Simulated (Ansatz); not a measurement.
CoSn under load (space group P6/mmm): band-structure transport figures

```xyz
6
Lattice="5.1165 0.0000 0.0000 -2.5583 4.4310 0.0000 0.0000 0.0000 4.0880" Properties=species:S:1:pos:R:3 pbc="T T T"
Co    -1.2791     2.2155     0.0000
Co     2.5583     0.0000     0.0000
Co     1.2791     2.2155     0.0000
Sn     2.5583     1.4770     2.0440
Sn     0.0000     2.9540     2.0440
Sn     0.0000     0.0000     0.0000
```

Computed with PBEsol, rigid bands (plane waves, PAW, scalar-relativistic; Ansatz, an electronic-structure program). Condition of this run: hydrostatic pressure 10 GPa (the target of the relaxation). Geometry: cell and atoms relaxed with PBEsol, then loaded as said.

```
Quantity                                                               Value
------------------------------------  --------------------------------------
density of states at the Fermi level       2.39 states/(eV·cell), both spins
bare Sommerfeld coefficient                        0.94 mJ/(mol of atoms·K²)
Drude plasma energy                           1.96 (x), 1.96 (y), 7.3 (z) eV
root-mean-square Fermi velocity                                    5.5e5 m/s
resistivity times τ                   127 (x), 127 (y), 9.1 (z) ×10⁻²² Ω·m·s
```

A metal at this level (no band gap); rigid bands, thermally averaged at 300 K, both spins. Spin-orbit coupling is left out. τ is one relaxation time for all states.

Treated as nonmagnetic (a ferromagnetic start lost its moment, other orders weren't tried): CoSn under load (space group P6/mmm).
